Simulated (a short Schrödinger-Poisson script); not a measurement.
Structure: MOS inversion layer, SiO2 on p-type Si(111), at 300 K.

From the gate side: 1.5 nm SiO2; 460 nm Si, acceptors 8.7e17 cm⁻³.

The device is made up for the run: typed textbook-type constants, with dimensions and the other settings drawn at random. SiO2: permittivity 3.9, conduction-band edge (eV) 3.15, gap (eV) 9, electron mass (mₑ) 0.5. Si: permittivity 11.7, conduction-band edge (eV) 0, gap (eV) 1.124, Nv at 300 K (cm⁻³) 3.1e19.

Channel valleys (confinement mass, in-plane density-of-states mass, number): Δ6 0.258, 0.358, 6. At the gate the conduction-band edge of layer 1 lies 3.71 eV − eVg above the Fermi level of the channel; the field vanishes at the back. Gaps are held at their typed values at every temperature. Mesh 0.03 nm at interfaces.

From a short Schrödinger-Poisson script (our own, NumPy): 1D Poisson equation in equilibrium, electrons quantum, Hartree (BenDaniel-Duke, 12 states a valley, the channel's in-plane mass for all, wave functions free to enter the dielectric), parabolic valleys, classical holes, full ionisation, no traps, pinning or gate leakage.

```tsv
Vg (V)	electrons (cm⁻²)	C (μF/cm²)	Δ6 E0 (meV from the Fermi level)
0.7	2.81e9	0.262	233.5
0.75	1.39e10	0.305	192.0
0.8	6.23e10	0.478	153.3
0.85	2.09e11	0.823	121.8
0.9	4.84e11	1.14	100.0
0.95	8.53e11	1.34	85.1
1	1.28e12	1.46	74.4
1.05	1.74e12	1.55	66.1
1.1	2.23e12	1.60	59.5
1.15	2.73e12	1.65	53.9
1.2	3.25e12	1.68	49.1
1.25	3.77e12	1.71	44.9
1.3	4.31e12	1.73	41.2
1.35	4.85e12	1.75	37.8
1.4	5.40e12	1.77	34.7
1.45	5.96e12	1.78	31.9
1.5	6.52e12	1.80	29.2
```

Gate voltages with under 1e9 electrons/cm² are left out.

### Question
At Vg = 1.5 V the lowest Δ6 subband lies at 29.2 meV from the Fermi level. How many electrons does it hold, and what share of all?

### Answer
The two-dimensional density of states is g m/(πħ²) = 8.97e11 cm⁻² meV⁻¹ (both spins), kT = 25.9 meV, so n = D kT ln(1 + exp(−E/kT)) = 6.49e12 cm⁻², 1.00 of the 6.52e12 cm⁻² in all.

### Question
Compare the slope of the sheet density between 1.4 and 1.5 V with the geometric capacitance of the layers between gate and channel.

### Answer
q Δn/ΔV = 1.79 μF/cm²; ε0/Σ(t/ε) = 2.30 μF/cm². The ratio is 0.78: the channel acts as a further capacitance in series.
